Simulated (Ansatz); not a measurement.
The reference is SiC (space group P6_3mc, No. 186; a = 3.0941 Å, c = 10.1293 Å). Axes: x lies along a and z along c of the hexagonal cell.

The values are results of DFT with PBE, PAW potentials and a 420 eV plane-wave cutoff in Ansatz (a program for electronic structure), no spin-orbit coupling, not measurements.

For the base:

* **Band gap**: 2.22 eV

Now apply this change: uniaxial strain ε_zz = +1.50 %, all other strain components held at zero, atoms relaxed at fixed cell.

**Question.** Estimate the effect on the band gap, stress and electron mass.

**Answer.** The band gap drops by 0.09 eV (2.22 eV → 2.13 eV); the stress (xx, yy, zz, yz, xz, xy; compression positive) is (-0.70, -0.70, -7.69, 0.00, 0.00, 0.00) GPa; the electron mass amounts to 0.54 mₑ along k, 0.29 mₑ across (at M).

Effective masses come from finite differences of ±0.01 Å⁻¹. Along k means along the line from Γ to the band edge. No phonon test of stability was made.
